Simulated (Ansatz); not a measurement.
Si well of 12 atomic layers along [001] in random Si0.8Ge0.2, 5 % Ge through the well

Prepared with Tersoff's 1989 multicomponent potential (SiCGe.tersoff) run with LAMMPS: minimisation. Geometry as solved with PBE, support functions at accuracy medium on the grid of 370 eV (Ansatz, an electronic-structure program).

```xyz
648
Lattice="16.58 0.00 0.00 0.00 16.58 0.00 0.00 0.00 49.51" Properties=species:S:1:pos:R:3 pbc="T T T"
Si     0.04     0.04    -0.04
Si     1.38     1.40     1.37
Si     2.74     2.80     0.03
Si     4.14     4.17     1.39
Ge     2.78     0.02     2.78
Si     4.17     1.43     4.20
Si     0.02     2.72     2.79
Ge     1.41     4.16     4.16
Si     0.00     0.02     5.59
Si     1.37     1.42     6.94
Si     2.79     2.76     5.60
Si     4.14     4.15     6.97
Ge     2.77     0.02     8.33
Si     4.18     1.42     9.73
Si     0.03     2.76     8.37
Si     1.40     4.16     9.72
Si    -0.02    -0.02    11.07
Ge     1.39     1.40    12.45
Si     2.80     2.80    11.07
Si     4.14     4.14    12.49
Si     2.80     0.01    13.84
Si     4.18     1.37    15.20
Si     0.00     2.82    13.83
Si     1.35     4.19    15.19
Si     0.00     0.01    16.63
Si     1.37     1.37    17.99
Ge     2.75     2.77    16.57
Si     4.15     4.19    17.95
Si     2.76    -0.02    19.33
Si     4.12     1.36    20.70
Si    -0.02     2.77    19.32
Si     1.37     4.15    20.67
Si     0.00     0.00    22.04
Si     1.38     1.39    23.40
Si     2.75     2.77    22.03
Si     4.12     4.17    23.38
Si     2.78     0.02    24.74
Si     4.13     1.37    26.16
Si     0.00     2.77    24.76
Si     1.38     4.15    26.13
Si     0.00     0.05    27.50
Si     1.38     1.39    28.87
Si     2.76     2.77    27.50
Si     4.15     4.15    28.86
Si     2.77     0.00    30.22
Si     4.13     1.40    31.59
Si     0.00     2.77    30.23
Si     1.39     4.14    31.58
Si     0.03     0.02    32.95
Si     1.39     1.38    34.33
Si     2.76     2.77    32.97
Si     4.15     4.13    34.35
Si     2.76     0.00    35.69
Si     4.14     1.36    37.07
Si     0.02     2.74    35.72
Si     1.39     4.12    37.09
Ge     0.00    -0.01    38.46
Si     1.41     1.38    39.85
Si     2.76     2.73    38.43
Ge     4.17     4.16    39.79
Si     2.76    -0.01    41.22
Si     4.12     1.33    42.63
Si    -0.03     2.71    41.19
Ge     1.37     4.08    42.60
Si    -0.01    -0.01    43.99
Si     1.35     1.37    45.38
Si     2.76     2.69    44.00
Ge     4.15     4.13    45.38
Si     2.72    -0.01    46.73
Ge     4.13     1.37    48.15
Si     0.00     2.77    46.76
Si     1.38     4.15    48.13
Si     0.02     5.52     0.00
Si     1.37     6.90     1.38
Si     2.74     8.27     0.01
Ge     4.17     9.63     1.43
Si     2.79     5.57     2.75
Si     4.16     6.90     4.18
Si    -0.01     8.27     2.75
Ge     1.42     9.63     4.16
Si     0.04     5.58     5.56
Si     1.41     6.92     6.95
Si     2.81     8.25     5.58
Si     4.15     9.66     6.94
Si     2.76     5.53     8.33
Si     4.11     6.94     9.69
Si     0.01     8.27     8.33
Si     1.36     9.65     9.71
Si     0.00     5.53    11.08
Si     1.38     6.91    12.46
Si     2.74     8.29    11.09
Si     4.13     9.68    12.44
Si     2.75     5.54    13.84
Si     4.12     6.89    15.23
Si    -0.01     8.29    13.83
Si     1.38     9.65    15.21
Si    -0.01     5.55    16.58
Si     1.37     6.92    17.95
Si     2.75     8.28    16.59
Si     4.14     9.67    17.95
Si     2.75     5.55    19.32
Si     4.14     6.92    20.68
Si     0.00     8.30    19.32
Si     1.38     9.67    20.68
Si     0.00     5.53    22.04
Si     1.38     6.92    23.41
Si     2.76     8.29    22.05
Si     4.14     9.68    23.41
Si     2.76     5.54    24.76
Si     4.15     6.91    26.12
Si     0.00     8.30    24.77
Si     1.38     9.67    26.13
Si     0.01     5.53    27.49
Si     1.40     6.91    28.85
Si     2.77     8.29    27.49
Si     4.14     9.67    28.86
Si     2.77     5.53    30.22
Si     4.16     6.91    31.59
Si     0.02     8.29    30.21
Si     1.38     9.67    31.59
Si     0.01     5.53    32.91
Ge     1.40     6.91    34.33
Si     2.79     8.32    32.94
Si     4.15     9.68    34.33
Si     2.78     5.49    35.74
Si     4.13     6.92    37.08
Si     0.01     8.34    35.71
Si     1.38     9.69    37.09
Si     0.03     5.48    38.48
Si     1.35     6.94    39.80
Si     2.75     8.30    38.45
Si     4.13     9.69    39.82
Ge     2.75     5.58    41.22
Si     4.16     6.91    42.65
Si    -0.02     8.28    41.19
Ge     1.42     9.63    42.60
Ge    -0.01     5.54    44.01
Si     1.43     6.91    45.39
Si     2.81     8.27    44.04
Si     4.14     9.70    45.39
Si     2.76     5.54    46.79
Si     4.14     6.91    48.15
Ge     0.01     8.29    46.77
Si     1.40     9.69    48.17
Si     0.00    11.05     0.00
Ge     1.42    12.43     1.39
Si     2.77    13.85    -0.02
Si     4.16    15.16     1.38
Si     2.82    11.06     2.80
Si     4.20    12.42     4.15
Ge     0.00    13.83     2.82
Si     1.37    15.25     4.21
Ge    -0.06    11.02     5.56
Ge     1.37    12.44     6.99
Ge     2.80    13.84     5.54
Si     4.19    15.25     6.91
Si     2.75    11.00     8.34
Ge     4.13    12.42     9.72
Si    -0.03    13.84     8.37
Si     1.36    15.20     9.73
Si    -0.03    11.03    11.05
Ge     1.37    12.43    12.47
Si     2.75    13.86    11.09
Si     4.13    15.23    12.43
Si     2.77    11.02    13.86
Si     4.13    12.39    15.24
Si    -0.05    13.82    13.84
Ge     1.39    15.19    15.23
Si     0.02    11.04    16.57
Si     1.38    12.42    17.96
Si     2.79    13.78    16.62
Si     4.15    15.20    17.96
Si     2.76    11.05    19.32
Si     4.15    12.44    20.68
Si     0.01    13.81    19.33
Si     1.38    15.19    20.69
Si     0.00    11.05    22.04
Si     1.38    12.43    23.40
Si     2.77    13.82    22.05
Si     4.16    15.20    23.41
Si     2.76    11.06    24.77
Si     4.15    12.43    26.14
Si    -0.03    13.79    24.74
Ge     1.38    15.20    26.12
Si     0.00    11.06    27.49
Si     1.39    12.42    28.87
Si     2.78    13.80    27.52
Si     4.14    15.20    28.86
Si     2.76    11.04    30.23
Si     4.13    12.43    31.59
Si     0.03    13.79    30.25
Si     1.39    15.20    31.59
Si     0.01    11.06    32.97
Si     1.40    12.44    34.33
Si     2.77    13.83    32.96
Si     4.13    15.22    34.31
Si     2.76    11.05    35.71
Si     4.12    12.43    37.10
Si     0.04    13.79    35.72
Si     1.41    15.18    37.06
Si    -0.02    11.05    38.45
Ge     1.38    12.46    39.85
Si     2.79    13.85    38.45
Si     4.16    15.21    39.85
Si     2.80    11.05    41.22
Si     4.17    12.41    42.58
Si    -0.02    13.87    41.23
Si     1.36    15.23    42.59
Ge     0.00    11.06    44.05
Si     1.39    12.46    45.44
Ge     2.77    13.82    43.98
Si     4.14    15.26    45.36
Si     2.77    11.06    46.78
Si     4.11    12.45    48.15
Si    -0.01    13.83    46.77
Si     1.38    15.21    48.12
Si     5.53    -0.05     0.03
Ge     6.89     1.37     1.43
Si     8.25     2.77     0.01
Ge     9.62     4.14     1.44
Si     8.33    -0.03     2.80
Si     9.69     1.36     4.15
Si     5.49     2.81     2.81
Si     6.87     4.18     4.16
Si     5.55     0.03     5.54
Si     6.89     1.38     6.96
Ge     8.28     2.77     5.54
Si     9.69     4.15     6.96
Si     8.26     0.04     8.38
Si     9.68     1.39     9.72
Si     5.53     2.77     8.32
Si     6.94     4.11     9.68
Si     5.54     0.02    11.09
Si     6.93     1.40    12.46
Si     8.31     2.77    11.09
Si     9.67     4.14    12.48
Si     8.33     0.03    13.81
Si     9.68     1.41    15.20
Si     5.54     2.76    13.84
Si     6.90     4.15    15.21
Si     5.52     0.01    16.61
Si     6.94     1.37    17.93
Si     8.29     2.77    16.56
Si     9.67     4.14    17.95
Si     8.30    -0.01    19.31
Si     9.68     1.38    20.68
Ge     5.54     2.77    19.33
Si     6.94     4.18    20.71
Si     5.53    -0.02    22.04
Si     6.93     1.36    23.38
Si     8.31     2.76    22.05
Si     9.68     4.15    23.41
Si     8.29    -0.01    24.76
Si     9.67     1.38    26.12
Ge     5.53     2.77    24.77
Si     6.94     4.18    26.15
Si     5.53    -0.01    27.50
Si     6.91     1.40    28.85
Si     8.30     2.77    27.49
Si     9.66     4.15    28.86
Si     8.31     0.04    30.19
Si     9.67     1.39    31.61
Si     5.53     2.77    30.23
Si     6.91     4.14    31.60
Si     5.49     0.04    32.98
Si     6.90     1.38    34.34
Si     8.27     2.75    32.97
Si     9.66     4.14    34.31
Si     8.27    -0.02    35.70
Ge     9.68     1.39    37.08
Si     5.52     2.75    35.72
Si     6.91     4.14    37.07
Si     5.52     0.00    38.46
Si     6.91     1.38    39.80
Si     8.27     2.79    38.48
Si     9.70     4.12    39.83
Ge     8.28    -0.03    41.20
Ge     9.70     1.40    42.63
Ge     5.54     2.73    41.26
Si     6.93     4.14    42.66
Si     5.53     0.01    44.00
Si     6.92     1.37    45.38
Si     8.28     2.78    44.04
Si     9.71     4.12    45.36
Si     8.28    -0.03    46.74
Ge     9.67     1.38    48.14
Si     5.57     2.75    46.77
Si     6.89     4.14    48.16
Si     5.52     5.53     0.02
Si     6.91     6.90     1.40
Si     8.26     8.27     0.00
Ge     9.65     9.68     1.40
Si     8.25     5.56     2.83
Si     9.65     6.91     4.20
Si     5.57     8.25     2.83
Si     6.92     9.67     4.18
Si     5.49     5.50     5.55
Ge     6.90     6.91     6.94
Si     8.31     8.32     5.56
Si     9.68     9.68     6.95
Si     8.30     5.49     8.33
Ge     9.69     6.92     9.71
Si     5.50     8.31     8.35
Si     6.89     9.66     9.71
Ge     5.54     5.53    11.08
Si     6.96     6.90    12.47
Si     8.27     8.31    11.10
Si     9.63     9.67    12.48
Si     8.30     5.52    13.85
Si     9.65     6.88    15.25
Ge     5.53     8.29    13.85
Si     6.93     9.69    15.24
Si     5.53     5.54    16.58
Si     6.91     6.91    17.95
Si     8.29     8.29    16.59
Si     9.68     9.67    17.95
Si     8.30     5.53    19.31
Si     9.68     6.91    20.67
Si     5.52     8.29    19.31
Si     6.90     9.67    20.67
Si     5.52     5.54    22.04
Si     6.90     6.91    23.41
Si     8.27     8.27    22.01
Ge     9.67     9.67    23.40
Si     8.30     5.54    24.76
Si     9.68     6.91    26.14
Si     5.53     8.30    24.77
Si     6.90     9.67    26.14
Si     5.53     5.54    27.50
Si     6.91     6.92    28.86
Si     8.29     8.29    27.49
Si     9.67     9.67    28.85
Si     8.28     5.53    30.22
Si     9.69     6.89    31.56
Si     5.53     8.29    30.22
Si     6.88     9.70    31.57
Si     5.51     5.52    32.96
Si     6.88     6.88    34.35
Ge     8.28     8.29    32.96
Si     9.69     9.71    34.34
Si     8.27     5.50    35.68
Ge     9.67     6.91    37.09
Si     5.49     8.27    35.69
Ge     6.90     9.68    37.09
Si     5.57     5.56    38.41
Si     6.91     6.90    39.82
Si     8.29     8.29    38.51
Si     9.66     9.67    39.85
Ge     8.32     5.52    41.24
Si     9.70     6.95    42.64
Ge     5.53     8.30    41.22
Si     6.94     9.70    42.61
Si     5.53     5.52    43.96
Ge     6.89     6.95    45.35
Si     8.32     8.35    43.98
Si     9.71     9.68    45.37
Ge     8.32     5.52    46.77
Si     9.68     6.96    48.13
Si     5.50     8.33    46.78
Si     6.94     9.66    48.11
Ge     5.57    11.08     0.01
Si     6.95    12.48     1.43
Si     8.31    13.83     0.02
Si     9.69    15.19     1.40
Si     8.27    11.08     2.81
Si     9.70    12.41     4.14
Si     5.54    13.82     2.77
Si     6.88    15.22     4.14
Si     5.52    11.03     5.56
Si     6.92    12.37     6.93
Ge     8.27    13.79     5.52
Ge     9.65    15.25     6.96
Si     8.28    11.03     8.33
Si     9.62    12.43     9.71
Ge     5.57    13.84     8.30
Si     6.93    15.23     9.74
Si     5.55    11.03    11.10
Si     6.93    12.41    12.45
Si     8.28    13.83    11.09
Si     9.68    15.20    12.44
Si     8.29    11.06    13.86
Si     9.68    12.43    15.21
Ge     5.50    13.79    13.81
Ge     6.94    15.22    15.22
Si     5.54    11.05    16.60
Si     6.92    12.43    17.96
Si     8.33    13.79    16.61
Si     9.68    15.20    17.96
Si     8.30    11.05    19.31
Si     9.67    12.44    20.68
Si     5.54    13.82    19.32
Si     6.91    15.20    20.67
Si     5.53    11.06    22.04
Si     6.90    12.44    23.41
Si     8.29    13.82    22.04
Si     9.67    15.20    23.40
Si     8.27    11.08    24.79
Si     9.67    12.44    26.14
Si     5.52    13.82    24.78
Si     6.91    15.20    26.13
Si     5.53    11.04    27.50
Si     6.91    12.43    28.85
Si     8.28    13.82    27.50
Si     9.67    15.20    28.85
Si     8.29    11.05    30.21
Si     9.71    12.41    31.56
Si     5.50    13.79    30.20
Ge     6.89    15.23    31.57
Si     5.52    11.06    32.96
Si     6.91    12.40    34.33
Ge     8.33    13.80    32.97
Si     9.70    15.22    34.38
Si     8.31    11.07    35.69
Si     9.66    12.45    37.07
Ge     5.53    13.82    35.71
Si     6.93    15.22    37.12
Si     5.50    11.09    38.48
Si     6.91    12.45    39.84
Si     8.30    13.82    38.46
Si     9.71    15.17    39.82
Si     8.28    11.06    41.19
Ge     9.68    12.45    42.60
Si     5.53    13.82    41.23
Si     6.88    15.19    42.63
Si     5.52    11.03    43.97
Ge     6.93    12.41    45.36
Si     8.29    13.86    43.99
Si     9.67    15.20    45.38
Si     8.34    11.03    46.77
Si     9.68    12.44    48.15
Ge     5.51    13.85    46.78
Si     6.94    15.21    48.17
Si    11.07    -0.03     0.03
Si    12.41     1.41     1.37
Si    13.80     2.73    -0.03
Ge    15.21     4.10     1.39
Ge    13.81     0.05     2.77
Si    15.24     1.38     4.19
Si    11.05     2.74     2.79
Si    12.38     4.13     4.19
Si    11.04     0.04     5.57
Si    12.42     1.35     6.98
Ge    13.81     2.75     5.57
Ge    15.23     4.20     6.98
Si    13.82     0.00     8.35
Si    15.21     1.38     9.71
Si    11.04     2.74     8.31
Ge    12.44     4.14     9.71
Si    11.06     0.01    11.08
Si    12.44     1.40    12.45
Si    13.85     2.75    11.10
Si    15.20     4.16    12.46
Si    13.81     0.01    13.78
Ge    15.19     1.40    15.21
Si    11.07     2.77    13.84
Si    12.43     4.16    15.21
Si    11.03     0.04    16.60
Si    12.43     1.39    17.96
Si    13.78     2.80    16.60
Si    15.19     4.16    17.95
Si    13.81     0.01    19.32
Si    15.20     1.39    20.69
Si    11.05     2.77    19.32
Si    12.44     4.15    20.68
Si    11.05     0.00    22.05
Si    12.44     1.39    23.41
Si    13.82     2.77    22.05
Si    15.20     4.15    23.40
Si    13.82     0.00    24.76
Si    15.20     1.40    26.12
Si    11.06     2.77    24.78
Si    12.44     4.16    26.13
Si    11.03    -0.03    27.46
Ge    12.43     1.38    28.86
Si    13.84     2.79    27.47
Si    15.21     4.15    28.85
Si    13.81    -0.01    30.28
Si    15.21     1.38    31.59
Si    11.02     2.79    30.25
Si    12.44     4.14    31.59
Si    11.04     0.00    32.98
Si    12.43     1.39    34.33
Si    13.80     2.73    32.93
Ge    15.20     4.13    34.32
Si    13.79     0.03    35.72
Si    15.19     1.41    37.07
Si    11.07     2.79    35.68
Si    12.44     4.13    37.10
Si    11.09    -0.02    38.49
Si    12.46     1.38    39.85
Si    13.82     2.76    38.46
Si    15.19     4.13    39.84
Si    13.81    -0.01    41.24
Si    15.21     1.34    42.58
Si    11.09     2.78    41.20
Si    12.43     4.18    42.58
Si    11.07    -0.02    44.03
Si    12.44     1.34    45.40
Ge    13.82     2.75    43.98
Si    15.19     4.15    45.42
Si    13.83    -0.01    46.77
Si    15.20     1.38    48.12
Si    11.09     2.76    46.72
Si    12.46     4.11    48.10
Ge    11.05     5.52    -0.02
Ge    12.42     6.94     1.43
Ge    13.84     8.34    -0.01
Si    15.24     9.71     1.41
Ge    13.83     5.52     2.86
Si    15.24     6.94     4.21
Si    11.01     8.28     2.83
Ge    12.44     9.67     4.18
Si    11.04     5.53     5.57
Si    12.44     6.91     6.92
Si    13.84     8.27     5.59
Si    15.17     9.63     6.99
Si    13.81     5.59     8.34
Si    15.22     6.92     9.71
Si    11.09     8.31     8.28
Si    12.46     9.64     9.69
Si    11.06     5.52    11.13
Si    12.47     6.89    12.45
Si    13.83     8.28    11.08
Si    15.19     9.67    12.45
Si    13.83     5.53    13.84
Si    15.20     6.92    15.20
Ge    11.06     8.28    13.85
Si    12.46     9.69    15.23
Si    11.05     5.52    16.59
Si    12.44     6.91    17.94
Si    13.83     8.29    16.58
Si    15.21     9.67    17.94
Si    13.82     5.53    19.31
Si    15.20     6.91    20.68
Si    11.06     8.29    19.31
Si    12.45     9.67    20.68
Si    11.06     5.53    22.04
Si    12.45     6.90    23.41
Si    13.82     8.29    22.05
Si    15.20     9.67    23.40
Si    13.83     5.53    24.77
Si    15.21     6.91    26.13
Si    11.08     8.27    24.79
Si    12.44     9.67    26.14
Si    11.05     5.52    27.50
Si    12.44     6.91    28.86
Si    13.83     8.29    27.50
Si    15.21     9.67    28.86
Si    13.82     5.52    30.21
Si    15.23     6.89    31.54
Si    11.06     8.29    30.21
Si    12.43     9.70    31.56
Si    11.03     5.50    32.93
Ge    12.41     6.89    34.35
Ge    13.86     8.31    32.94
Si    15.22     9.72    34.36
Si    13.80     5.50    35.73
Ge    15.22     6.89    37.08
Si    11.05     8.35    35.71
Si    12.41     9.72    37.07
Si    11.07     5.50    38.49
Si    12.40     6.89    39.88
Ge    13.78     8.32    38.50
Si    15.21     9.70    39.87
Si    13.82     5.52    41.22
Si    15.20     6.91    42.56
Si    11.04     8.30    41.23
Si    12.41     9.70    42.59
Si    11.06     5.53    43.99
Si    12.42     6.87    45.40
Ge    13.79     8.28    43.98
Si    15.16     9.68    45.41
Si    13.82     5.52    46.77
Si    15.20     6.86    48.15
Si    11.06     8.30    46.75
Si    12.42     9.71    48.10
Si    11.07    11.07    -0.01
Si    12.44    12.43     1.37
Si    13.79    13.79    -0.04
Ge    15.20    15.21     1.32
Si    13.82    11.07     2.75
Si    15.16    12.41     4.16
Si    11.04    13.77     2.74
Ge    12.38    15.19     4.17
Si    11.04    11.07     5.58
Si    12.43    12.38     6.97
Ge    13.83    13.80     5.60
Si    15.22    15.23     6.99
Si    13.82    11.03     8.35
Si    15.18    12.43     9.71
Ge    11.07    13.81     8.37
Si    12.47    15.22     9.75
Ge    11.05    11.04    11.09
Si    12.45    12.45    12.48
Si    13.82    13.81    11.10
Si    15.19    15.20    12.45
Si    13.83    11.05    13.84
Si    15.22    12.40    15.20
Si    11.03    13.80    13.81
Ge    12.41    15.22    15.19
Si    11.06    11.05    16.59
Si    12.41    12.41    17.99
Ge    13.84    13.79    16.61
Si    15.22    15.22    17.99
Si    13.83    11.04    19.32
Si    15.20    12.43    20.68
Si    11.05    13.83    19.33
Si    12.44    15.21    20.68
Si    11.08    11.08    22.01
Si    12.45    12.44    23.40
Si    13.82    13.82    22.04
Si    15.20    15.20    23.39
Si    13.81    11.04    24.76
Si    15.19    12.42    26.12
Si    11.05    13.81    24.76
Si    12.43    15.19    26.11
Si    11.05    11.05    27.50
Si    12.44    12.44    28.84
Si    13.80    13.80    27.45
Ge    15.20    15.19    28.86
Si    13.82    11.06    30.21
Si    15.20    12.43    31.60
Si    11.06    13.82    30.21
Si    12.42    15.20    31.61
Si    11.07    11.06    32.95
Si    12.43    12.45    34.34
Si    13.80    13.80    32.95
Ge    15.21    15.20    34.34
Si    13.82    11.08    35.71
Si    15.22    12.44    37.08
Si    11.07    13.83    35.73
Si    12.46    15.21    37.09
Si    11.00    11.05    38.44
Ge    12.44    12.44    39.82
Si    13.85    13.84    38.43
Si    15.17    15.20    39.86
Si    13.81    11.04    41.23
Ge    15.17    12.48    42.62
Si    11.08    13.86    41.23
Si    12.43    15.22    42.62
Si    11.08    11.06    44.00
Si    12.43    12.46    45.38
Si    13.78    13.86    44.02
Si    15.20    15.20    45.38
Si    13.80    11.08    46.75
Si    15.20    12.43    48.13
Si    11.04    13.82    46.76
Si    12.43    15.19    48.13
```
